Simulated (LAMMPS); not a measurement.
Melts of GaN (wurtzite) cooled to 300 K at several rates.

Method: classical MD, pair style tersoff, file GaN.tersoff; code LAMMPS.

| cooling rate (K/s) | energy above the crystal | state | density | coordination number of Ga by N | rough cost |
|---|---|---|---|---|---|
| 3e+12 | - | partly crystallised | 5.73 g/cm³ (one sample) | 3.77 (counted to 2.38 Å) | 50 core-minutes |
| 1e+13 | 0.336 eV/atom | glass | 5.61 g/cm³ (one sample) | 3.74 (counted to 2.46 Å) | 18 core-minutes |
| 1e+14 | 0.484 eV/atom | glass | 5.38 g/cm³ (one sample) | 3.71 (counted to 2.86 Å) | 10 core-minutes |

Costs are rough and include melting and analysis.

Caution: at ambient pressure real GaN sublimes or decomposes before or as it melts, so this liquid is the model's.

Caution (row 3e+12): the cell keeps the atom count and shape of the starting crystal, which eases freezing.
